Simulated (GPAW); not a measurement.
# Input and output of a self-consistent single point for AlN (F-43m, 2 atoms in the cell) (GPAW)

Level of theory: PBE, GPAW PAW datasets PBE (gpaw-data 1.0.1) (plane waves; GPAW).

Input as run:

```python
from ase import Atoms
from ase.units import GPa
from gpaw import GPAW, PW, FermiDirac

atoms = Atoms(['Al', 'N'],
              cell=[[0.000000, 2.190000, 2.190000],
                    [2.190000, 0.000000, 2.190000],
                    [2.190000, 2.190000, 0.000000]],
              scaled_positions=[[0.000000, 0.000000, 0.000000],
                                [0.250000, 0.250000, 0.250000]],
              pbc=True)

calc = GPAW(mode=PW(950),
            xc='PBE',
            kpts={'size': (10, 10, 10), 'gamma': True},
            occupations=FermiDirac(0.01),
            nbands=-8,
            convergence={'density': 1e-05, 'energy': 1e-05, 'bands': -6},
            symmetry={'symmorphic': False, 'tolerance': 0.0005},
            maxiter=100,
            txt='-')

atoms.calc = calc

energy = atoms.get_potential_energy()
print('Energy (eV):', round(energy, 6))
forces = atoms.get_forces()
print('Forces (eV/Ang):')
print(forces.round(5))
stress = atoms.get_stress()
print('Stress (GPa, Voigt):', (stress / GPa).round(4))
```

Output, abridged:

```
Input parameters:
  convergence: {bands: -6,
                density: 1e-05,
                energy: 1e-05}
  kpts: {gamma: True,
         size: (10, 10, 10)}
  maxiter: 100
  mode: {ecut: 950.0,
         name: pw}
  nbands: -8
  occupations: {fixmagmom: False,
                name: fermi-dirac,
                width: 0.01}
  symmetry: {symmorphic: False,
             tolerance: 0.0005}
  xc: PBE

species:
  Al:
    name: Aluminium
    Z: 13.0
    valence: 3
    core: 10
    charge: 0.0
    file: Al.PBE.gz

    # Using partial waves for Al as LCAO basis

  N:
    name: Nitrogen
    Z: 7.0
    valence: 5
    core: 2
    charge: 0.0
    file: N.PBE.gz

    # Using partial waves for N as LCAO basis

Reference energy: -8085.144769  # eV

Spin-paired calculation

Convergence criteria:
 Maximum [total energy] change in last 3 cyles: 1e-05 eV / valence electron
 Maximum integral of absolute [dens]ity change: 1e-05 electrons / valence electron
 Maximum integral of absolute [eigenst]ate change: 4e-08 eV^2 / valence electron
 Maximum number of scf [iter]ations: 100

Symmetries present (total): 24
Symmetries with fractional translations: 0
1000 k-points: 10 x 10 x 10 Monkhorst-Pack grid + [1/20,1/20,1/20]
47 k-points in the irreducible part of the Brillouin zone
       k-points in crystal coordinates                weights
   0:     0.00000000    0.00000000    0.00000000          1/1000
   1:     0.10000000    0.10000000    0.00000000          6/1000
   2:     0.10000000    0.10000000    0.10000000          8/1000
   [... 7 lines left out ...]
          ...
  46:     0.50000000    0.50000000    0.50000000          4/1000

Wave functions: Plane wave expansion
  Cutoff energy: 950.000 eV
  Number of coefficients (min, max): 1383, 1411
  Pulay-stress correction: 0.000000 eV/Ang^3 (de/decut=0.000000)

Occupation numbers: Fermi-Dirac:
  width: 0.0100  # eV

Eigensolver

Densities:
  Coarse grid: 24*24*24 grid
  Fine grid: 48*48*48 grid
  Total Charge: 0.000000

Density mixing:
  Method: separate
  Backend: pulay
  Linear mixing parameter: 0.05
  old densities: 5
  Damping of long wavelength oscillations: 50

Hamiltonian:
  XC and Coulomb potentials evaluated on a 48*48*48 grid
  External potential:
    NoExternalPotential

XC parameters: PBE with 2 nearest neighbor stencil

Number of atoms: 2
Number of atomic orbitals: 8
Number of bands in calculation: 12
Number of valence electrons: 8
Bands to converge: 6

Density initialized from atomic densities
  8 bands from LCAO basis set
  4 bands from random numbers

Atomic positions and initial magnetic moments

Positions:
   0 Al     0.000000    0.000000    0.000000    ( 0.0000,  0.0000,  0.0000)
   1 N      1.095000    1.095000    1.095000    ( 0.0000,  0.0000,  0.0000)

Unit cell:
           periodic     x           y           z      points  spacing
  1. axis:    yes    0.000000    2.190000    2.190000    24     0.1054
  2. axis:    yes    2.190000    0.000000    2.190000    24     0.1054
  3. axis:    yes    2.190000    2.190000    0.000000    24     0.1054

  Lengths:   3.097128   3.097128   3.097128
  Angles:   60.000000  60.000000  60.000000

Effective grid spacing dv^(1/3) = 0.1150

     iter     time        total  log10-change:
                         energy   eigst   dens
iter:   1 --:--:--   -16.836668   +0.72
iter:   2 --:--:--   -16.307153   -0.46  -0.56
iter:   3 --:--:--   -14.822395   -1.04  -0.61
iter:   4 --:--:--   -14.808568   -2.08  -1.02
iter:   5 --:--:--   -14.823253   -2.40  -1.20
iter:   6 --:--:--   -14.823380   -3.81  -2.38
iter:   7 --:--:--   -14.824240   -3.66  -2.34
iter:   8 --:--:--   -14.823153   -3.85  -2.36
iter:   9 --:--:--   -14.823154   -6.28  -3.78
iter:  10 --:--:--   -14.823154c  -7.52c -3.83
iter:  11 --:--:--   -14.823154c  -7.37  -3.79
iter:  12 --:--:--   -14.823154c  -7.64c -4.28
iter:  13 --:--:--   -14.823154c  -9.26c -4.94
iter:  14 --:--:--   -14.823154c  -9.84c -5.06c

Converged after 14 iterations.

Dipole moment: (-1.115452, -1.115452, -1.115452) |e|*Ang

Energy contributions relative to reference atoms: (reference = -8085.144769)

Kinetic:        +17.310001
Potential:      -15.097196
External:        +0.000000
XC:             -17.143175
Entropy (-ST):   -0.000000
Local:           +0.107216
SIC:             +0.000000
--------------------------
Free energy:    -14.823154
Extrapolated:   -14.823154

Showing only first 2 kpts
 Kpt  Band  Eigenvalues  Occupancy
  0     2      5.90330    2.00000
  0     3      5.90330    2.00000
  0     4     10.03551    0.00000
  0     5     18.38725    0.00000

  1     2      5.69805    2.00000
  1     3      5.69805    2.00000
  1     4     10.89601    0.00000
  1     5     17.76911    0.00000

Fermi level: 6.12872

Gap: 3.304 eV
Transition (v -> c):
  (s=0, k=0, n=3, [0.00, 0.00, 0.00]) -> (s=0, k=41, n=4, [0.50, 0.50, 0.00])
Direct/indirect transitions are different
Direct gap: 4.132 eV
Transition at: (s=0, k=0, n=3, [0.00, 0.00, 0.00])
Energy (eV): -14.823154

Forces in eV/Ang:
  0 Al   -0.00000    0.00000    0.00000
  1 N    -0.00000    0.00000    0.00000

Stress tensor:
    -0.028526     0.000000    -0.000000
     0.000000    -0.028526    -0.000000
    -0.000000    -0.000000    -0.028526
Stress (GPa, Voigt): [-4.5704 -4.5704 -4.5704 -0.     -0.      0.    ]
```

The run converged in 14 iterations. GPAW prints stress with tension positive.

At such cutoffs GPAW's stress carries a finite-basis (Pulay) error, which enters relaxed cells too; its log prints stress with tension positive.

The starting cell has typed, rounded lattice constants, without a prior relaxation at this level.
